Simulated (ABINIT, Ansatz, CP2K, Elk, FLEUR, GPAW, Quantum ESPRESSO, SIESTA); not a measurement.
# Code comparison for CsH (Pm-3m, 2 atoms in the cell)

Self-consistent single point.

```
CsH
1.0
    3.81459     0.00000     0.00000
    0.00000     3.81459     0.00000
    0.00000     0.00000     3.81459
Cs H
1 1
Direct
  0.00000   0.00000   0.00000
  0.50000   0.50000   0.50000
```

All programs got the same cell, k-point mesh and kind of occupations (some realise fixed ones as a very narrow smearing) (in Ansatz's words: kpoints.mp_grid.grid = 7 7 7; scf.occupations.method = fixed); potentials, basis and cutoffs are each program's usual ones.

```
code                                                                                                                                 model  pressure (GPa)  gap on the mesh (eV)  k-points           cutoff
----------------  ------------------------------------------------------------------------------------------------------------------------  --------------  --------------------  --------  ---------------
FLEUR                                                         LDA (Perdew-Zunger), all-electron FLAPW (FLEUR), scalar-relativistic valence               –                 2.759        20  Kmax 3.8 1/bohr
ABINIT                                                                                                  LDA (PW92), PAW (JTH v2.0 LDA PAW)           -1.82                 2.731        20           816 eV
Ansatz                                                                                         LDA (PW92), default PAW files made with PBE           -1.94                 2.758        20           420 eV
SIESTA            LDA PW92, numerical atomic orbitals TZP, PseudoDojo LDA standard norm-conserving potentials (rewritten from UPF to PSML)           -1.71                 2.849       172      grid 350 Ry
GPAW                                                                         LDA (Perdew-Wang 92), GPAW PAW datasets LDA (gpaw-data 1.0.1)           -1.84                 2.741        20           850 eV
Elk                                                    LDA (PW92), all-electron FP-LAPW, Elk's shipped species files, default APW+lo basis               –                 2.757        20         rgkmax 7
Quantum ESPRESSO                                                                       LDA (PZ), GBRV 1.5 ultrasoft (LDA) pseudopotentials           -1.99                 2.761        20            40 Ry
CP2K                                                  LDA (Pade form), GPW, DZVP-MOLOPT-SR-GTH basis, GTH-PADE potentials (GTH_POTENTIALS)           -4.16                 1.276       172      grid 500 Ry
```

A dash marks a value that a program does not give, or that is left out as unsure.

Gaps are read on the mesh. Another mesh or the band path gives a smaller gap, so these values are not converged in the mesh.

The spread over the programs that give each value: pressure within 2.45 GPa; gap on the mesh within 1.573 eV.

The starting cell comes from a database of computed structures (which also holds hypothetical and non-ambient phases and stackings), without a prior relaxation at this level. Its lattice was rescaled by a random factor within 2.5 % of one. On Ansatz's run: Another mesh or the band path of this cell gives a smaller gap, so this value is not converged in the mesh.

Problem. Why do the programs differ, and what cannot be compared?

Solution. Differences of this kind can come from the potentials, where these differ, and from what each basis and cutoff leave unconverged. The zero of total energies and Fermi levels follows the potentials and each program's conventions, so they are not compared here. SIESTA and CP2K use small atom-centred bases, whose incompleteness enters pressures, forces and empty levels differently from a plane-wave cutoff. FLEUR and Elk treat all electrons, but the usual bases taken here (sphere radii, linearisation, local orbitals, empty states) were not tested for convergence, so the values are no reference for the others. Ansatz's pressure is given at a fixed set of plane waves, as the other plane-wave codes print theirs. The same LDA comes in different parametrisations, which differ slightly. The programs reduce the same mesh by symmetry to different extents, which changes the work and not the result. In the pressure, CP2K (by 2.27) lies more than 1 GPa from the median of the plane-wave programs. In the gap, CP2K (by 1.473) lies more than 0.12 eV from the median of the plane-wave programs.

Ansatz is a first-principles code.

Keys are those of Ansatz 0.2.
